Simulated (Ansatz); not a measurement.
The parent structure is SiO₂ in the CdI2 type structure (space group P-3m1, No. 164; a = 2.670 Å, c = 4.509 Å; a hypothetical phase, not in the database extracts checked; layered, stacked along the Cartesian z axis).

Now apply this change: cell and atoms relaxed at a pressure of 75 GPa.

Levels (all Ansatz, a program for electronic structure, PAW, earlier PAW set): PBEsol-D3(BJ) (420 eV, spin-orbit coupling left out); r2SCAN (500 eV, no spin-orbit coupling); HSE06 (420 eV, without spin-orbit coupling); PBEsol+SOC (420 eV, with spin-orbit coupling); HSE06+SOC (420 eV, with spin-orbit coupling).

One geometry, relaxed with PBEsol-D3(BJ), under each level:

The valence-band top lists the three highest levels at Γ (Kramers pairs under SOC), from the VBM.

| level | band gap | lowest conduction level above the VBM at special points | valence-band top at Γ |
|---|---|---|---|
| PBEsol-D3(BJ) | 7.07 eV | M 7.07 eV; Γ 7.60 eV; L 8.57 eV; A 8.64 eV | 0.00, -2.32, -2.32 eV |
| r2SCAN | 8.23 eV | M 8.23 eV; Γ 8.66 eV; L 9.74 eV; A 9.75 eV | – |
| HSE06 | 9.22 eV | M 9.22 eV; Γ 9.84 eV; L 10.79 eV | – |
| PBEsol+SOC | 7.07 eV | M 7.07 eV; Γ 7.60 eV; L 8.57 eV; A 8.64 eV | 0.00, -2.31, -2.34 eV |
| HSE06+SOC | 9.22 eV | M 9.22 eV; Γ 9.84 eV; L 10.78 eV | 0.00, -2.30, -2.33 eV |

Single points use the geometry relaxed with PBEsol-D3(BJ). Their cutoffs differ, which shifts pressures a little. HSE06 gaps are upper bounds (no full band path). Differences between runs with and without spin-orbit coupling are approximate. Load acts through the strain it causes; cell and atoms are relaxed under it. Whether these cells are dynamically stable was not tested. No other phases were tried under pressure.
